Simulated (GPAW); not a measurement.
A self-consistent single point of CsSiI3 (R3m, 5 atoms in the cell) with GPAW.

Method: PBEsol, GPAW PAW datasets PBEsol (made by gpaw-setup) (plane waves; GPAW 25.7.0).

```yaml
crystal:
  lattice:
    - [4.24230, 2.44930, 3.69117]
    - [-4.24230, 2.44930, 3.69117]
    - [0.00000, -4.89859, 3.69117]
  atoms:
    - { symbol: Cs, position: [0.00101, 0.00101, 0.00101] }
    - { symbol: Si, position: [0.46266, 0.46266, 0.46266] }
    - { symbol: I, position: [0.50187, 0.50187, 0.02939] }
    - { symbol: I, position: [0.02939, 0.50187, 0.50187] }
    - { symbol: I, position: [0.50187, 0.02939, 0.50187] }
```

Reference input (self-consistent single point, DFT LDA (Perdew-Wang 92), plane waves, GPAW PAW datasets LDA (gpaw-data 1.0.1)): mode = pw; ecut = 600 eV; xc = LDA; kpts = 4 4 4; mesh shift (steps) = 0 0 0; occupations.name = fermi-dirac; occupations.width = 0.05 eV; nbands = -4; convergence.forces = 0.001 eV/Å; convergence.bands = -2; symmetry.symmorphic = false; symmetry.tolerance = 0.0005. This run's input differs from it in these lines:

```diff
@@ -16,3 +16,3 @@
 calc = GPAW(mode=PW(600),
-            xc='LDA',
+            xc='PBEsol',
             kpts={'size': (4, 4, 4), 'gamma': True},
```

Its files differ too (potentials: GPAW PAW datasets PBEsol (made by gpaw-setup)).

Log, with long lists cut:

```
     iter     time        total  log10-change:
                         energy   eigst   dens  force
iter:   1 --:--:--   -15.412358   -0.38
iter:   2 --:--:--   -15.406232   -1.57  -1.29
iter:   3 --:--:--   -15.310258   -1.98  -1.32
iter:   4 --:--:--   -15.291914   -2.18  -1.50
iter:   5 --:--:--   -15.280558   -2.57  -1.80
iter:   6 --:--:--   -15.280396c  -3.16  -2.23
iter:   7 --:--:--   -15.278650c  -3.44  -2.30
iter:   8 --:--:--   -15.278331c  -3.86  -2.70
iter:   9 --:--:--   -15.278318c  -4.22  -2.97
iter:  10 --:--:--   -15.278354c  -4.46  -2.96
   [... 7 lines left out ...]
iter:  18 --:--:--   -15.278313c  -6.28  -3.58
iter:  19 --:--:--   -15.278318c  -6.46  -3.60
iter:  20 --:--:--   -15.278318c  -6.72  -3.76
iter:  21 --:--:--   -15.278317c  -6.53  -3.80
iter:  22 --:--:--   -15.278317c  -6.99  -4.39c
iter:  23 --:--:--   -15.278317c  -7.23  -4.57c
iter:  24 --:--:--   -15.278317c  -7.41c -4.62c
iter:  25 --:--:--   -15.278317c  -7.57c -4.70c -2.66
iter:  26 --:--:--   -15.278317c  -7.95c -5.03c -3.86c
Converged after 26 iterations.

Dipole moment: (-0.000000, 0.000001, -16.695422) |e|*Ang

Energy contributions relative to reference atoms: (reference = -799966.767012)

Kinetic:        +14.236981
Potential:      -15.405275
External:        +0.000000
XC:             -14.035156
Entropy (-ST):   -0.000014
Local:           -0.074860
SIC:             +0.000000
--------------------------
Free energy:    -15.278324
Extrapolated:   -15.278317

Showing only first 2 kpts
 Kpt  Band  Eigenvalues  Occupancy
  0    15      0.99657    2.00000
  0    16      1.11514    2.00000
  0    17      5.28590    0.00000
  0    18      5.77887    0.00000

  1    15      0.93284    2.00000
  1    16      1.49833    2.00000
  1    17      5.48956    0.00000
  1    18      5.89460    0.00000

Fermi level: 3.37274

Gap: 0.759 eV
Transition (v -> c):
   [... lines left out ...]
Energy (eV): -15.278317

Forces in eV/Ang:
  0 Cs    0.00000    0.00000    0.00166
  1 Si   -0.00000    0.00000    0.09559
  2 I     0.00000    0.05359   -0.03212
  3 I    -0.04641   -0.02679   -0.03212
  4 I     0.04641   -0.02679   -0.03212

Stress tensor:
     0.005708     0.000000     0.000000
    -0.000000     0.005708     0.000000
     0.000000     0.000000     0.005806
Stress (GPa, Voigt): [0.9145 0.9145 0.9302 0.     0.     0.    ]
```

The run converged in 26 iterations. GPAW prints stress with tension positive. Against the reference run the pressure goes from -1.70 to -0.92 GPa, the largest force goes from 0.067 to 0.096 eV/Å and the gap on the mesh hardly changes (0.749 to 0.759 eV).

The starting cell comes from a database of computed structures (which also holds hypothetical and non-ambient phases and stackings), without a prior relaxation at this level. Spin-orbit coupling is off.

Cost on one core of a shared machine: roughly 30 s.
